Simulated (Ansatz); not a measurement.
Start from IrO$_{2}$ in the rutile structure (space group P4_2/mnm, No. 136; a = 4.472 Å, c = 3.154 Å). Axes: x, y, z lie along a, b, c of the conventional cell.

Level of theory: Kohn–Sham DFT with the PBEsol functional, run in Ansatz (a first-principles code) with PAW and 420 eV plane waves, no SOC.

Before the change:

- Shortest interatomic distance: 1.953 Å
- Pressure: 0.0 GPa
- Band gap: zero

The change: tensor shear ε_xy = +1.63 % (engineering shear γ = 0.0326), atoms relaxed at fixed cell.

Task: How does this affect the energy relative to the base?

Result: The energy increases by 8.1 meV/atom.

Task: How does this affect the shortest interatomic distance?

Result: The shortest interatomic distance falls by 0.028 Å (1.953 Å → 1.925 Å).

Task: What happens to the pressure?

Result: The pressure (mean of the normal stresses, compression positive) goes from zero to 0.4 GPa.

Task: How does this affect the band gap?

Result: The band gap remains zero.

Without a gap, meshes like the base's 11×11×15 leave anisotropic stresses uncertain by several tenths of a GPa, and small strain energies with them. The cells carry an imposed strain or load. Stability against distortions was not tested. No Hubbard U is applied, and correlation can decide whether such a compound is a metal. All final runs are without spin polarisation.
